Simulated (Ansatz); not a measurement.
Response to strain in CdS

Start from CdS in the zinc blende structure (space group F-43m, No. 216; a = 5.927 Å).

Strains are applied to the cell and any free atomic positions relax.

All numbers come from Kohn–Sham DFT with the PBE functional, run in Ansatz (a quantum-chemistry and plane-wave program) with PAW and 420 eV plane waves, scalar-relativistic without spin-orbit coupling.

Candidates:
(a) isotropic strain −2.50 %
(b) isotropic strain −0.50 %
(c) isotropic strain +1.00 %
(d) isotropic strain −1.50 %
(e) isotropic strain −3.00 %

Before the change:

- Band gap = 1.04 eV

Problem. Order them by band gap, highest first.

Solution. (e) isotropic strain −3.00 % (1.24 eV), (a) isotropic strain −2.50 % (1.21 eV), (d) isotropic strain −1.50 % (1.14 eV), (b) isotropic strain −0.50 % (1.07 eV), (c) isotropic strain +1.00 % (0.98 eV)

Stability against distortions was not tested.
